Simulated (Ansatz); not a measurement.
The starting structures come from a database of crystals and need not be the phases stable at ambient conditions.

 Where the default PAW files enter, the runs use the earlier of Ansatz's two default sets.

The decay constant κ of evanescent states in the gap governs leakage through a thin film.

Here is the system:

```
WTe2
1.0
    6.06262     0.00000     0.00000
    0.00000    13.74533     0.00000
    3.03131     0.00000     1.75013
Te W
4 2
Direct
  0.66667   0.88281   0.00000
  0.33333   0.11719   0.00000
  0.33333   0.38281   0.00000
  0.66667   0.61719   0.00000
  0.66667   0.25000   0.00000
  0.33333   0.75000   0.00000
```

Space group of this cell: P6_3/mmc. The cell was relaxed by PBE-D3(BJ); by PBEsol its mean pressure is -0.7 GPa.

Transport runs along the normal of the first two printed cell vectors, the (110) plane of the conventional cell.

The gap is the functional's own, uncorrected, and κ follows it; spin-orbit coupling is left out. Mid-gap values are interpolated between the computed energies.

**Question.** Compute, with Ansatz (a program for electronic structure) with PBEsol, the band gap and the smallest decay constant κ at mid-gap.

**Answer.** Gap 0.70 eV on a 16×4×16 mesh; κ = 0.140 1/Å, at the zone centre.
